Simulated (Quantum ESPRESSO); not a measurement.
# Sensitivity of a calculation on Zn₃S₂O₉ (P2_1/m, 28 atoms in the cell) to its settings

```yaml
crystal:
  lattice:
    - [7.54628, 0.00000, 0.00000]
    - [0.00000, 6.79178, 0.00000]
    - [-3.76937, 0.00000, 7.16170]
  atoms:
    - { symbol: Zn, position: [0.00000, 0.50000, 0.00000] }
    - { symbol: Zn, position: [0.00000, 0.00000, 0.00000] }
    - { symbol: Zn, position: [0.88188, 0.75000, 0.25686] }
    - { symbol: Zn, position: [0.11812, 0.25000, 0.74314] }
    - { symbol: Zn, position: [0.61110, 0.75000, 0.77681] }
    - { symbol: Zn, position: [0.38890, 0.25000, 0.22319] }
    - { symbol: S, position: [0.15812, 0.75000, 0.71421] }
    - { symbol: S, position: [0.84188, 0.25000, 0.28579] }
    - { symbol: S, position: [0.45060, 0.75000, 0.29980] }
    - { symbol: S, position: [0.54940, 0.25000, 0.70020] }
    - { symbol: O, position: [0.87704, 0.75000, 0.00769] }
    - { symbol: O, position: [0.12296, 0.25000, 0.99231] }
    - { symbol: O, position: [0.93111, 0.07079, 0.24183] }
    - { symbol: O, position: [0.06889, 0.92921, 0.75817] }
    - { symbol: O, position: [0.06889, 0.57079, 0.75817] }
    - { symbol: O, position: [0.93111, 0.42921, 0.24183] }
    - { symbol: O, position: [0.67879, 0.07024, 0.78618] }
    - { symbol: O, position: [0.32121, 0.92976, 0.21382] }
    - { symbol: O, position: [0.32121, 0.57024, 0.21382] }
    - { symbol: O, position: [0.67879, 0.42976, 0.78618] }
    - { symbol: O, position: [0.61881, 0.25000, 0.16625] }
    - { symbol: O, position: [0.38119, 0.75000, 0.83375] }
    - { symbol: O, position: [0.88641, 0.25000, 0.48632] }
    - { symbol: O, position: [0.11359, 0.75000, 0.51368] }
    - { symbol: O, position: [0.47082, 0.25000, 0.49467] }
    - { symbol: O, position: [0.52918, 0.75000, 0.50533] }
    - { symbol: O, position: [0.62059, 0.75000, 0.25445] }
    - { symbol: O, position: [0.37941, 0.25000, 0.74555] }
```

Base run A: PBEsol, GBRV 1.5 ultrasoft (PBESOL) pseudopotentials run with Quantum ESPRESSO, self-consistent single point.

Its settings: ecutwfc = 50 Ry; ecutrho = 250 Ry; occupations = fixed; potentials = {Zn: zn_pbesol_v1.uspp.F.UPF, S: s_pbesol_v1.4.uspp.F.UPF, O: o_pbesol_v1.2.uspp.F.UPF}; K_POINTS = automatic 2 2 2 1 1 1; nbnd = 128; conv_thr = 1e-09 Ry; mixing_beta = 0.4.

The starting cell comes from a database of computed structures (which also holds hypothetical and non-ambient phases and stackings), without a prior relaxation at this level. Its lattice was rescaled by a random factor within 2.5 % of one. In the base run, with a pressure of about -7 GPa the cell is away from its equilibrium volume at this level. The shifted mesh does not hold Γ, so a gap read on it misses any band edge there.

ΔF is the free energy per atom less that of run A. A dash stands where there is no value to compare (another energy zero or no entropy term, no result, no spin, no clean gap, or a mesh too coarse for one). Total energies depend on the potentials, the functional and any Hubbard or dispersion term, so they are compared only between runs that share all of them.

Run A gave: pressure (GPa) -6.97; largest force (eV/Å) 0.606; k-points 2.

Runs:
- B: K_POINTS: automatic 2 2 2 1 1 1 → automatic 2 2 1 0 0 0
- C: nbnd: 128 → 158
- D: nosym: default → true
- E: pseudopotentials: {Zn: zn_pbesol_v1.uspp.F.UPF, S: s_pbesol_v1.4.uspp.F.UPF, O: o_pbesol_v1.2.uspp.F.UPF} → {Zn: zn_pbe_v1.uspp.F.UPF, S: s_pbe_v1.4.uspp.F.UPF, O: o_pbe_v1.2.uspp.F.UPF}; input_dft: default → vdw-df2 [vdW-DF2]
- F: vdw_corr: default → grimme-d3; dftd3_version: default → 4; dftd3_threebody: default → true [PBEsol-D3(BJ) with three-body term]
- G: pseudopotentials: {Zn: zn_pbesol_v1.uspp.F.UPF, S: s_pbesol_v1.4.uspp.F.UPF, O: o_pbesol_v1.2.uspp.F.UPF} → {Zn: zn_pbe_v1.uspp.F.UPF, S: s_pbe_v1.4.uspp.F.UPF, O: o_pbe_v1.2.uspp.F.UPF}; input_dft: default → vdw-df [vdW-DF]
- H: nbnd: 128 → default
- I: mixing_beta: 0.4 → 0.5; mixing_mode: default → TF

Problem. What does run B change against A?

Solution. The free energy rises by 2.2 meV/atom, the pressure moves little (-6.97 to -7.00 GPa), the largest force goes from 0.606 to 0.657 eV/Å and the gap on the mesh goes from 4.131 to 3.172 eV.

Problem. What does run F change against A?

Solution. The pressure goes from -6.97 to -8.18 GPa, the largest force hardly changes (0.606 to 0.604 eV/Å) and the gap on the mesh stays at 4.131 eV.

```json
[
 {"run": "A", "ΔF (meV/atom)": "0.00", "pressure (GPa)": "-6.97", "largest force (eV/Å)": "0.606", "k-points": "2"},
 {"run": "B", "ΔF (meV/atom)": "2.2", "pressure (GPa)": "-7.00", "largest force (eV/Å)": "0.657", "k-points": "4"},
 {"run": "C", "ΔF (meV/atom)": "0.00", "pressure (GPa)": "-6.97", "largest force (eV/Å)": "0.606", "k-points": "2"},
 {"run": "D", "ΔF (meV/atom)": "0.00", "pressure (GPa)": "-6.97", "largest force (eV/Å)": "0.606", "k-points": "4"},
 {"run": "E", "ΔF (meV/atom)": "–", "pressure (GPa)": "1.88", "largest force (eV/Å)": "0.230", "k-points": "2"},
 {"run": "F", "ΔF (meV/atom)": "–", "pressure (GPa)": "-8.18", "largest force (eV/Å)": "0.604", "k-points": "2"},
 {"run": "G", "ΔF (meV/atom)": "–", "pressure (GPa)": "0.12", "largest force (eV/Å)": "0.326", "k-points": "2"},
 {"run": "H", "ΔF (meV/atom)": "0.00", "pressure (GPa)": "-6.97", "largest force (eV/Å)": "0.606", "k-points": "2"},
 {"run": "I", "ΔF (meV/atom)": "0.00", "pressure (GPa)": "-6.97", "largest force (eV/Å)": "0.606", "k-points": "2"}
]
```
